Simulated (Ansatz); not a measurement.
Take C (space group Ia-3, No. 206; a = 4.449 Å; a hypothetical phase, not in the database extracts checked) as the base. Axes: x, y, z lie along the cube axes.

It is then changed as follows: a pure shear with ε_yz = ε_zy = 0.0013, atoms relaxed at fixed cell.

Levels (all Ansatz, a program for electronic structure, PAW): PBEsol (420 eV, scalar-relativistic without spin-orbit coupling); r2SCAN (500 eV, without spin-orbit coupling).

The geometry is relaxed with PBEsol.

* **PBEsol pressure**: 0.0 kbar
* **PBEsol gap character**: direct at Y
* **PBEsol band gap**: 2.29 eV

Task: How does going to r2SCAN change the pressure, gap character and band gap?

Result: The pressure goes from zero to 44.0 kbar; the gap character stays direct at Y; the band gap goes up by 0.26 eV to 2.55 eV.

Single points use the geometry relaxed with PBEsol. Their cutoffs differ, which shifts pressures a little. The cells carry an imposed strain or load. Whether these cells are dynamically stable was not tested. k-point labels follow each cell's own Brillouin zone.
